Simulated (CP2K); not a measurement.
# A self-consistent single point of ReS2 (P4_2/mnm, 6 atoms in the cell) with CP2K

Method: PBE, GPW, DZVP-MOLOPT-PBE-GTH basis, GTH-PBE potentials (POTENTIAL_UZH) (CP2K 2026.2).

Input as run:

```
&GLOBAL
  PROJECT res2
  RUN_TYPE ENERGY_FORCE
  PRINT_LEVEL LOW
&END GLOBAL
&FORCE_EVAL
  METHOD Quickstep
  STRESS_TENSOR ANALYTICAL
  &DFT
    BASIS_SET_FILE_NAME BASIS_MOLOPT_UZH
    POTENTIAL_FILE_NAME POTENTIAL_UZH
    &QS
      METHOD GPW
      EPS_DEFAULT 1E-10
    &END QS
    &MGRID
      CUTOFF 500
      REL_CUTOFF 50
      NGRIDS 5
    &END MGRID
    &SCF
      SCF_GUESS ATOMIC
      EPS_SCF 1E-7
      MAX_SCF 100
      ADDED_MOS 10
      &DIAGONALIZATION
        ALGORITHM STANDARD
      &END DIAGONALIZATION
      &MIXING
        METHOD BROYDEN_MIXING
        ALPHA 0.3
        NBUFFER 12
        BETA 1.5
      &END MIXING
      &SMEAR ON
        METHOD FERMI_DIRAC
        ELECTRONIC_TEMPERATURE [K] 1160.45
      &END SMEAR
    &END SCF
    &KPOINTS
      SCHEME MACDONALD 4 4 6 0.125 0.125 0.08333333333
    &END KPOINTS
    &XC
      &XC_FUNCTIONAL PBE
      &END XC_FUNCTIONAL
    &END XC
    &PRINT
      &MO
        EIGENVALUES T
        OCCUPATION_NUMBERS T
        NDIGITS 8
        FILENAME mo
        &EACH
          QS_SCF 0
        &END EACH
        ADD_LAST NUMERIC
      &END MO
      &MULLIKEN OFF
      &END MULLIKEN
    &END PRINT
  &END DFT
  &SUBSYS
    &CELL
      ABC 5.88502200 5.88502200 3.78998400
      ALPHA_BETA_GAMMA 90.00000000 90.00000000 90.00000000
      PERIODIC XYZ
    &END CELL
    &COORD
      SCALED
      Re       0.00000000     0.00000000     0.00000000
      Re       0.50000000     0.50000000     0.50000000
      S        0.30496000     0.30496000     0.00000000
      S        0.80496000     0.19504000     0.50000000
      S        0.19504000     0.80496000     0.50000000
      S        0.69504000     0.69504000     0.00000000
    &END COORD
    &KIND Re
      BASIS_SET DZVP-MOLOPT-PBE-GTH-q15
      POTENTIAL GTH-PBE-q15
    &END KIND
    &KIND S
      BASIS_SET DZVP-MOLOPT-PBE-GTH-q6
      POTENTIAL GTH-PBE-q6
    &END KIND
  &END SUBSYS
  &PRINT
    &FORCES ON
    &END FORCES
    &STRESS_TENSOR ON
    &END STRESS_TENSOR
  &END PRINT
&END FORCE_EVAL
```

Output, abridged:

```
 GLOBAL| Method name                                                        CP2K
 GLOBAL| Project name                                                       res2
 GLOBAL| Run type                                                   ENERGY_FORCE

 TOTAL NUMBERS AND MAXIMUM NUMBERS

  Total number of            - Atomic kinds:                                   2
                             - Atoms:                                          6
                             - Shell sets:                                     6
                             - Shells:                                        36
                             - Primitive Cartesian functions:                 28
                             - Cartesian basis functions:                    118
                             - Spherical basis functions:                    104

  Maximum angular momentum of- Orbital basis functions:                        3
                             - Local part of the GTH pseudopotential:          2
                             - Non-local part of the GTH pseudopotential:      4

 SCF PARAMETERS         Density guess:                                    ATOMIC
                        max_scf:                                             100
                        max_diis:                                              4
                        eps_scf:                                        1.00E-07
                        eps_diis:                                       1.00E-01
                        eps_eigval:                                     1.00E-05
                        level_shift [a.u.]:                             0.000000
                        added MOs                                        10    0
                        Mixing method:                            BROYDEN_MIXING
                                                charge density mixing in g-space
                        Smear method:                                FERMI_DIRAC
                        Electronic temperature [K]:                       1160.5
                        Electronic temperature [a.u.]:                  3.67E-03
                        Accuracy threshold:                             1.00E-10
                        No outer SCF

 Extrapolation method: initial_guess

 Number of electrons:                                                         54
 Number of occupied orbitals:                                                 27
 Number of molecular orbitals:                                                37

 Number of orbital functions:                                                104
 Number of independent orbital functions:                                    104

 SCF WAVEFUNCTION OPTIMIZATION

  Step     Update method      Time    Convergence         Total energy    Change
     1 NoMix/Diag. 0.30E+00      -     1.30767933      -199.8254859558 -2.00E+02
     2 Broy./Diag. 0.30E+00      -     0.09029739      -201.1304831630 -1.30E+00
     3 Broy./Diag. 0.30E+00      -     0.09666365      -200.2119632230  9.19E-01
     4 Broy./Diag. 0.30E+00      -     0.09203920      -199.4286693652  7.83E-01
     5 Broy./Diag. 0.30E+00      -     0.04701868      -199.6649110793 -2.36E-01
     6 Broy./Diag. 0.30E+00      -     0.00825351      -199.3683179549  2.97E-01
     7 Broy./Diag. 0.30E+00      -     0.00857129      -199.4085501424 -4.02E-02
   [... 7 lines left out ...]
    15 Broy./Diag. 0.30E+00      -     0.00003935      -199.4135478681  6.42E-05
    16 Broy./Diag. 0.30E+00      -     0.00000569      -199.4136781831 -1.30E-04
    17 Broy./Diag. 0.30E+00      -     0.00000204      -199.4136815635 -3.38E-06
    18 Broy./Diag. 0.30E+00      -     0.00000059      -199.4136959963 -1.44E-05
    19 Broy./Diag. 0.30E+00      -     0.00000006      -199.4136992195 -3.22E-06

  *** SCF run converged in    19 steps ***

  Electronic density on regular grids:        -53.9999999998        0.0000000002
  Core density on regular grids:               53.9999999948       -0.0000000052
  Total charge density on r-space grids:       -0.0000000051
  Total charge density g-space grids:          -0.0000000051

  Overlap energy of the core charge distribution:               0.00000000058240
  Self energy of the core charge distribution:               -336.12763004430974
  Core Hamiltonian energy:                                     73.10785998089152
  Hartree energy:                                              89.50051474291594
  Exchange-correlation energy:                                -25.88575387155216
  Electronic entropic energy:                                  -0.00869002814736
  Fermi energy:                                                 0.21131340279357

  Total energy:                                              -199.41369921946884
  Total energy (extrapolated to T->0):                       -199.40935420539515

 ENERGY| Total FORCE_EVAL ( QS ) energy [hartree]           -199.413700313200707

 FORCES| Atomic forces [hartree/bohr]
 FORCES|   Atom     x               y               z               |f|
 FORCES|      1 -5.45551900E-09  5.89918867E-09  5.26199912E-10   8.05232891E-09
 FORCES|      2 -1.61477738E-09 -4.52978875E-09 -5.21068830E-10   4.83714843E-09
 FORCES|      3  5.09728042E-03  5.09727967E-03 -7.72501946E-13   7.20864257E-03
 FORCES|      4  5.09970915E-03 -5.09969991E-03  2.65359317E-13   7.21207131E-03
 FORCES|      5 -5.09969645E-03  5.09970569E-03  3.31614883E-13   7.21206641E-03
 FORCES|      6 -5.09728499E-03 -5.09728575E-03 -1.40562931E-12   7.20865010E-03
 FORCES| Sum     1.06540810E-09  1.06721564E-09  3.54992527E-12
 FORCES| Total atomic force                                       1.50799743E-09

 STRESS| Analytical stress tensor [bar]
 STRESS|                        x                   y                   z
 STRESS|      x       -1.73593390759E+05   2.69876182575E+00   8.05207302686E-07
 STRESS|      y        2.69876182575E+00  -1.73593390758E+05   1.55333627996E-06
 STRESS|      z        8.05207302686E-07   1.55333627996E-06  -2.04996693645E+05
 STRESS| 1/3 Trace                                            -1.84061158387E+05
```

The run converged in 19 iterations.

The starting cell was generated: these elements placed on a structure prototype, without a prior relaxation; it need not be a known phase or ordering of this composition. Its lattice was rescaled by a random factor within 2.5 % of one. Spin polarisation is off. Values carry the incompleteness of an atom-centred basis. With a pressure of about -18 GPa the cell is away from its equilibrium volume at this level.

Cost on one core of a shared machine: roughly 80 s.
